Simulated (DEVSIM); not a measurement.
System: illuminated Si n-on-p cell, one wavelength, with a back-surface field, at 350 K.

```csv
layer (left to right),material,thickness (μm),Nd (cm⁻³),Na (cm⁻³),τn (s),τp (s),absorption coefficient (cm⁻¹)
1,Si,0.0830,2.8e18,-,1e-8,2.9e-9,9400
2,Si,180,-,7.9e15,1e-7,1e-7,9400
3,Si,0.840,-,3.5e18,1e-7,1e-7,9400
```

Left contact: ohmic, minority hole recombination velocity 4e6 cm/s. Right contact: ohmic, minority electron recombination velocity 7000 cm/s. Voltage is applied to the left contact. Recombination: SRH at mid-gap, radiative, Auger. Light enters at the left, 2.8e18 photons cm⁻² s⁻¹, one pass, no reflection. Mobility is constant in doping.

Constants are typed, rounded textbook-type inputs, not results; the design itself was drawn at random and stands for no fabricated device. Values at 300 K; Nc and Nv go as T^1.5, mobilities as T to minus their exponent, the gap by Varshni's rule with the affinity fixed.

```
parameter               Si
----------------  --------
gap (eV)             1.124
affinity (eV)         4.05
permittivity          11.7
Nc (cm⁻³)          2.86e19
Nv (cm⁻³)           3.1e19
μn (cm²/Vs)           1417
μp (cm²/Vs)            470
T exponent of μn       2.3
T exponent of μp       2.2
B (cm³/s)          4.7e-15
Cn (cm⁶/s)         2.8e-31
Cp (cm⁶/s)         9.9e-32
Varshni α (eV/K)  0.000473
Varshni β (K)          636
```

Model (solved in DEVSIM): 1D drift-diffusion, Boltzmann statistics, complete ionisation; no tunnelling, impact ionisation, image-force lowering or self-heating.

### Question
Tabulate band edges, carrier densities and field at zero bias, in the dark.

### Answer
Energies count from the Fermi level of the right contact; mesh points crowd at the junctions.

```
x (μm)   Ec (eV)  Ev (eV)  n (cm⁻³)  p (cm⁻³)  field (V/cm)
-------  -------  -------  --------  --------  ------------
0.000      0.077   -1.034    2.8e18     51000           ≈ 0
0.03370    0.077   -1.034    2.8e18     51000           ≈ 0
0.07240    0.078   -1.033    2.7e18     52000          3200
0.1070     0.240   -0.871    1.3e16     1.1e7         39000
0.2594     0.674   -0.436     7.0e9    2.0e13         19000
0.6623     0.854   -0.257     1.8e7    7.9e15            30
1.875      0.854   -0.257     1.8e7    7.9e15           ≈ 0
7.950      0.854   -0.257     1.8e7    7.9e15           ≈ 0
23.81      0.854   -0.257     1.8e7    7.9e15           ≈ 0
71.55      0.854   -0.257     1.8e7    7.9e15           ≈ 0
141.9      0.854   -0.257     1.8e7    7.9e15           ≈ 0
170.9      0.854   -0.257     1.8e7    7.9e15           ≈ 0
177.1      0.854   -0.257     1.8e7    7.9e15           ≈ 0
179.1      0.854   -0.257     1.8e7    7.9e15           ≈ 0
179.9      0.855   -0.256     1.7e7    8.2e15           210
180.0      0.882   -0.229   7200000    2.0e16          6600
180.1      0.995   -0.116    170000    8.5e17         87000
180.1      1.038   -0.073     41000    3.5e18           ≈ 0
180.3      1.038   -0.073     41000    3.5e18           ≈ 0
180.7      1.038   -0.073     41000    3.5e18           ≈ 0
180.8      1.038   -0.073     41000    3.5e18           ≈ 0
180.9      1.038   -0.073     41000    3.5e18           ≈ 0
```
